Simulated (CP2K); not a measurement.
**Input and output of a self-consistent single point for Sr3Ni (Pm-3m, 4 atoms in the cell) (CP2K)**

Level of theory: LDA (Pade form), GPW, DZVP-MOLOPT-SR-GTH basis, GTH-PADE potentials (GTH_POTENTIALS) (CP2K).

This input was run:

```
&GLOBAL
  PROJECT run
  RUN_TYPE ENERGY_FORCE
  PRINT_LEVEL MEDIUM
&END GLOBAL
&FORCE_EVAL
  METHOD Quickstep
  STRESS_TENSOR ANALYTICAL
  &DFT
    BASIS_SET_FILE_NAME BASIS_MOLOPT
    POTENTIAL_FILE_NAME GTH_POTENTIALS
    &QS
      METHOD GPW
      EPS_DEFAULT 1E-10
    &END QS
    &MGRID
      CUTOFF 600
      REL_CUTOFF 60
      NGRIDS 5
    &END MGRID
    &SCF
      SCF_GUESS ATOMIC
      EPS_SCF 1E-7
      MAX_SCF 100
      ADDED_MOS 9
      &DIAGONALIZATION
        ALGORITHM STANDARD
      &END DIAGONALIZATION
      &MIXING
        METHOD BROYDEN_MIXING
        ALPHA 0.2
        NBUFFER 10
        BETA 1.5
      &END MIXING
      &SMEAR ON
        METHOD MARZARI_VANDERBILT
        SIGMA [eV] 0.2
      &END SMEAR
    &END SCF
    &KPOINTS
      SCHEME MONKHORST-PACK 8 8 8
    &END KPOINTS
    &XC
      &XC_FUNCTIONAL PADE
      &END XC_FUNCTIONAL
    &END XC
    &PRINT
      &MO
        EIGENVALUES T
        OCCUPATION_NUMBERS T
        NDIGITS 8
        FILENAME mo
        &EACH
          QS_SCF 0
        &END EACH
        ADD_LAST NUMERIC
      &END MO
      &MULLIKEN ON
      &END MULLIKEN
    &END PRINT
  &END DFT
  &SUBSYS
    &CELL
      ABC 5.15885300 5.15885300 5.15885300
      ALPHA_BETA_GAMMA 90.00000000 90.00000000 90.00000000
      PERIODIC XYZ
    &END CELL
    &COORD
      SCALED
      Sr       0.00000000     0.50000000     0.50000000
      Sr       0.50000000     0.00000000     0.50000000
      Sr       0.50000000     0.50000000     0.00000000
      Ni       0.00000000     0.00000000     0.00000000
    &END COORD
    &KIND Sr
      BASIS_SET DZVP-MOLOPT-SR-GTH
      POTENTIAL GTH-PADE-q10
    &END KIND
    &KIND Ni
      BASIS_SET DZVP-MOLOPT-SR-GTH
      POTENTIAL GTH-PADE-q18
    &END KIND
  &END SUBSYS
  &PRINT
    &FORCES ON
    &END FORCES
    &STRESS_TENSOR ON
    &END STRESS_TENSOR
  &END PRINT
&END FORCE_EVAL
```

Output (repeated stretches shortened):

```
 GLOBAL| Method name                                                        CP2K
 GLOBAL| Project name                                                        run
 GLOBAL| Run type                                                   ENERGY_FORCE

 CELL| Volume [angstrom^3]:                                           137.296498
 CELL| Vector a [angstrom]:       5.159     0.000     0.000   |a| =     5.158853
 CELL| Vector b [angstrom]:       0.000     5.159     0.000   |b| =     5.158853
 CELL| Vector c [angstrom]:       0.000     0.000     5.159   |c| =     5.158853
 CELL| Angle (b,c), alpha [degree]:                                    90.000000
 CELL| Angle (a,c), beta  [degree]:                                    90.000000
 CELL| Angle (a,b), gamma [degree]:                                    90.000000
 CELL| Numerically orthorhombic:                                             YES
 CELL| Periodicity                                                           XYZ

 DFT| Spin restricted Kohn-Sham (RKS) calculation                            RKS
 DFT| Multiplicity                                                             1
 DFT| Number of spin states                                                    1
 DFT| Charge                                                                   0
 DFT| XC density smoothing                                                  NONE
 DFT| XC derivatives                                                          PW

 QS| Method:                                                                 GPW
 QS| Density plane wave grid type                        NON-SPHERICAL FULLSPACE
 QS| Number of grid levels:                                                    5
 QS| Density cutoff [a.u.]:                                                300.0
 QS| Multi grid cutoff [a.u.]: 1) grid level                               300.0
   [... lines left out ...]
 BRILLOUIN| Wavefunction type                                            COMPLEX
 BRILLOUIN| List of Kpoints [2 Pi/Bohr]                                      256
 BRILLOUIN| Number           Weight            X              Y              Z
 BRILLOUIN|     1           0.00391       -0.43750       -0.43750       -0.43750
 BRILLOUIN|     2           0.00391       -0.43750       -0.43750       -0.31250
 BRILLOUIN|     3           0.00391       -0.43750       -0.43750       -0.18750
   [... 253 lines left out ...]
 *******************************************************************************

 Extrapolation method: initial_guess

 Re-scaling the density matrix to get the right number of electrons
                  # Electrons              Trace(P)               Scaling factor
                           48                48.000                        1.000

 Number of electrons:                                                         48
 Number of occupied orbitals:                                                 24
 Number of molecular orbitals:                                                33

 Number of orbital functions:                                                 68
 Number of independent orbital functions:                                     68
 SCF WAVEFUNCTION OPTIMIZATION

  Step     Update method      Time    Convergence         Total energy    Change
     1 NoMix/Diag. 0.20E+00      -     1.65592431      -261.9474577351 -2.62E+02
     2 Broy./Diag. 0.20E+00      -     0.15421674      -254.4763839545  7.47E+00
     3 Broy./Diag. 0.20E+00      -     0.38034465      -258.6991259764 -4.22E+00
     4 Broy./Diag. 0.20E+00      -     0.40997057      -266.7958801960 -8.10E+00
     5 Broy./Diag. 0.20E+00      -     0.04766237      -254.6326919944  1.22E+01
     6 Broy./Diag. 0.20E+00      -     0.17072608      -255.6135555937 -9.81E-01
     7 Broy./Diag. 0.20E+00      -     0.01095390      -260.2087655065 -4.60E+00
   [... 17 lines left out ...]
    25 Broy./Diag. 0.20E+00      -     0.00000554      -261.3353929496 -4.32E-05
    26 Broy./Diag. 0.20E+00      -     0.00000030      -261.3353974116 -4.46E-06
    27 Broy./Diag. 0.20E+00      -     0.00000035      -261.3353988869 -1.48E-06
    28 Broy./Diag. 0.20E+00      -     0.00000022      -261.3354009926 -2.11E-06
    29 Broy./Diag. 0.20E+00      -     0.00000007      -261.3354026163 -1.62E-06
  *** SCF run converged in    29 steps ***

  Electronic density on regular grids:        -47.9999999987        0.0000000013
  Core density on regular grids:               47.9999999968       -0.0000000032
  Total charge density on r-space grids:       -0.0000000019
  Total charge density g-space grids:          -0.0000000019

  Overlap energy of the core charge distribution:               0.00000000000000
  Self energy of the core charge distribution:               -437.44842352934972
  Core Hamiltonian energy:                                    111.49522017209283
  Hartree energy:                                              94.05181004518883
  Exchange-correlation energy:                                -29.43408157420542
  Smearing free energy correction:                              0.00007227005891
  Fermi energy:                                                 0.21993811572630

  Total energy:                                              -261.33540261625967

                     Mulliken Population Analysis

 #  Atom  Element  Kind  Atomic population                           Net charge
       1     Sr       1          9.889660                              0.110340
       2     Sr       1          9.889660                              0.110340
       3     Sr       1          9.889660                              0.110340
       4     Ni       2         18.331019                             -0.331019
 # Total charge                             48.000000                 -0.000000

 ENERGY| Total FORCE_EVAL ( QS ) energy [hartree]           -261.335403126230233

 FORCES| Atomic forces [hartree/bohr]
 FORCES|   Atom     x               y               z               |f|
 FORCES|      1  1.11108221E-10  8.59919121E-11  8.72571942E-11   1.65388825E-10
 FORCES|      2  8.72588119E-11  1.11116745E-10  8.59804728E-11   1.65389458E-10
 FORCES|      3  8.59825190E-11  8.72472267E-11  1.11122677E-10   1.65388396E-10
 FORCES|      4  2.20269255E-08  2.20269219E-08  2.20269392E-08   3.81517599E-08
 FORCES| Sum     2.23112750E-08  2.23112778E-08  2.23112995E-08
 FORCES| Total atomic force                                       3.86442777E-08

 STRESS| Analytical stress tensor [bar]
 STRESS|                        x                   y                   z
 STRESS|      x       -1.12447366444E+04   2.01883529098E-03   2.01883346316E-03
 STRESS|      y        2.01883529098E-03  -1.12447366444E+04   2.01882718272E-03
 STRESS|      z        2.01883346316E-03   2.01882718272E-03  -1.12447366444E+04
 STRESS| 1/3 Trace                                            -1.12447366444E+04
```

The run converged in 29 iterations.

The starting cell comes from a database of computed structures (which also holds hypothetical and non-ambient phases and stackings), without a prior relaxation at this level. Its lattice was rescaled by a random factor within 2.5 % of one. Spin polarisation is off. Values carry the incompleteness of an atom-centred basis.

Cost on one core of a shared machine: roughly 80 s.
